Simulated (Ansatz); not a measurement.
The parent structure is SrTiO$_{3}$ in the cubic perovskite structure (space group Pm-3m, No. 221; a = 3.854 Å). Axes: x, y, z lie along the cube axes.

The values are results of Ansatz (a program for electronic structure) LDA, no spin-orbit coupling, not measurements.

Base values:

| Item | Value |
|---|---|
| Pressure | 0.0 kbar |

One thing is altered: biaxial strain +1.50 %, plane normal [111], relaxed out of plane (Cartesian); in-plane vectors clamped, the third vector and the atoms free.

Task: What does the calculation give for the pressure, out-of-plane strain and energy relative to the base after the change?

Result: The pressure (mean of the normal stresses, compression positive) goes from zero to -38.3 kbar; the out-of-plane strain amounts to -0.98 %; the energy increases by 6.2 meV/atom.

Stability against distortions was not tested. The final runs are not spin-polarised. Many cubic perovskites are stable only at high temperature; tilts and polar distortions were not tested.
